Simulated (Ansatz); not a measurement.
## Effect of tensor shear ε_xz = −0.94 % on Au

Base system: Au in the fcc (Cu type) structure (space group Fm-3m, No. 225; a = 4.083 Å). Axes: x, y, z lie along the cube axes.

Modification: a pure shear with ε_xz = ε_zx = -0.0094, atoms relaxed at fixed cell.

The values are results of Ansatz (a first-principles code) PBEsol, no spin-orbit coupling, not measurements. Settings: 20×20×20 k-points, 0.05 eV Fermi–Dirac smearing.

- Volume per atom = 17.02 Å³ (base 17.02 Å³)
- Space group = Immm (No. 71) (base Fm-3m (No. 225))
- Shortest interatomic distance = 2.860 Å (base 2.887 Å)
- Energy relative to the base (free energy F) = +0.7 meV/atom
- Pressure (mean of the normal stresses, compression positive) = 0.0 GPa (base 0.0 GPa)
- Band gap = zero (base zero)
- Stress (xx, yy, zz, yz, xz, xy; compression positive) = (0.0, 0.1, 0.0, 0.0, 0.7, 0.0) GPa (rough)

Final structure:

```xyz
1
Lattice="-0.0192 2.0417 2.0417 2.0225 0.0000 2.0225 2.0417 2.0417 -0.0192" Properties=species:S:1:pos:R:3 pbc="T T T"
Au     0.0000     0.0000     0.0000
```

Cost of the whole job for the changed cell (relaxation, final SCF and bands): around 24 core-seconds (rough).

Without a gap, meshes like the base's 20×20×20 leave anisotropic stresses uncertain by several tenths of a GPa, and small strain energies with them. The cells carry an imposed strain or load. No phonon test of stability was made.
